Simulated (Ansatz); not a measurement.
The parent structure is ZrSe₂ in the fluorite structure (space group Fm-3m, No. 225; a = 6.508 Å; a hypothetical phase, not in the database extracts checked). Axes: x, y, z lie along the cube axes.

The values are results of plane-wave PAW DFT at the PBEsol level (Ansatz, an electronic-structure program, 420 eV), spin-orbit coupling left out, not measurements.

For the base:

* **Shortest interatomic distance**: 2.818 Å

Modification: a free-standing slab of 5 layers (15 atoms, 3 a layer) is cut normal to [111], with 15 Å of vacuum and the in-plane cell held at bulk.

**Question.** What happens to the shortest interatomic distance, excess energy per area of both faces, change of the spacing d23 from its bulk value of 0.939 Å and change of the spacing d12 from its bulk value of 0.939 Å?

**Answer.** The shortest interatomic distance drops by 0.140 Å, from 2.818 Å to 2.678 Å; the excess energy per area of both faces (slab less bulk energy over the cell's area: twice a surface energy) comes out as 0.6 J/m² (uncertain by up to 0.1 J/m²); the change of the spacing d23 from its bulk value of 0.939 Å comes out as -15.9 %; the change of the spacing d12 from its bulk value of 0.939 Å amounts to +16.1 %.

Slab and bulk use different k-meshes, which limits the precision of the excess energy. Whether these cells are dynamically stable was not tested. The final runs are not spin-polarised.
